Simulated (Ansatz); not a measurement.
Consider Ag in the fcc (Cu type) structure (space group Fm-3m, No. 225; relaxed with 0.1 eV smearing).

```
CELL_PARAMETERS angstrom
      0.00000     2.05214     2.05214
      2.05214     0.00000     2.05214
      2.05214     2.05214     0.00000
ATOMIC_POSITIONS crystal
  Ag 0.00000 0.00000 0.00000
```

Method: r2SCAN in Ansatz (plane waves to 500 eV, PAW, no SOC).

Base values:

```
Property   Result
--------  -------
Pressure  0.0 GPa
```

The change: every lattice vector is shortened by 3.00 %; the atoms relax in the strained cell.

Q: Estimate the effect on the energy relative to the base and pressure.

A: The energy rises by 52 meV/atom; the pressure goes from zero to 12.2 GPa.

Whether these cells are dynamically stable was not tested.

Ansatz is a program for electronic structure.
